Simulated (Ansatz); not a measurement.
The starting structures come from a database of crystals and need not be the phases stable at ambient conditions.

 Where the default PAW files enter, the runs use the earlier of Ansatz's two default sets.

The decay constant κ of evanescent states in the gap governs leakage through a thin film.

Given:

```yaml
crystal:
  lattice:
    - [4.46564, -0.03329, 0.00000]
    - [0.03338, 4.46571, 0.00000]
    - [-2.21613, 2.24950, 4.94531]
  atoms:
    - { symbol: Li, position: [0.37501, 0.37499, 0.25002] }
    - { symbol: Li, position: [0.62499, 0.62501, 0.74998] }
    - { symbol: Al, position: [0.87500, 0.87500, 0.25000] }
    - { symbol: Al, position: [0.12500, 0.12500, 0.75000] }
    - { symbol: H, position: [0.21837, 0.96880, 0.42261] }
    - { symbol: H, position: [0.78163, 0.03120, 0.57739] }
    - { symbol: H, position: [0.70424, 0.60860, 0.42261] }
    - { symbol: H, position: [0.29576, 0.39140, 0.57739] }
    - { symbol: H, position: [0.03119, 0.29576, 0.92261] }
    - { symbol: H, position: [0.96881, 0.70424, 0.07739] }
    - { symbol: H, position: [0.39142, 0.78163, 0.92261] }
    - { symbol: H, position: [0.60858, 0.21837, 0.07739] }
```

Space group of this cell: I4_1/a. The cell was relaxed by PBE-D3(BJ); by r2SCAN its mean pressure is 1.5 GPa.

Transport runs along the normal of the first two printed cell vectors, the (010) plane of the conventional cell.

The gap is the functional's own. No spin-orbit coupling. Mid-gap values are interpolated on the energy grid.

Question: Estimate the band gap and the smallest decay constant κ at mid-gap that r2SCAN (Ansatz, a first-principles code) returns for this system.

Answer: Gap 4.32 eV on a 8×8×8 mesh; κ = 0.360 1/Å, at (0.500, 0.500) of the in-plane reciprocal vectors. At the zone centre, at the nearest computed energy, the slowest state has κ = 0.40 1/Å.
